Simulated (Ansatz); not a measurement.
Input:

```
CdI2
1.0
    4.12177     0.00000     0.00000
   -2.06089     3.56956     0.00000
    0.00000     0.00000     6.45366
Cd I
1 2
Direct
  0.00000   0.00000   0.00000
  0.33333   0.66667   0.26883
  0.66667   0.33333   0.73117
```

No spin polarisation.

All numbers come from plane-wave PAW DFT at the PBE-D3(BJ) level (Ansatz, a first-principles code, 420 eV), no spin-orbit coupling. Γ-centred 9×9×5 mesh, Fermi–Dirac width 0.05 eV.

Predict the band gap.

2.11 eV.

Estimate the width of the top valence band.

1.78 eV.

Predict the gap character.

Indirect, K–Γ (77 % along) → k = (0, 0.444, 0.400) in the run's primitive reciprocal basis.

With I present, leaving out spin-orbit coupling can change the band edges. Load acts through the strain it causes; cell and atoms are relaxed under it. No phonon test of stability was made. The cell was made from CdI2 in the CdI2 type structure (space group P-3m1, No. 164; layered, stacked along the Cartesian z axis) by this change: pressure 3 GPa.
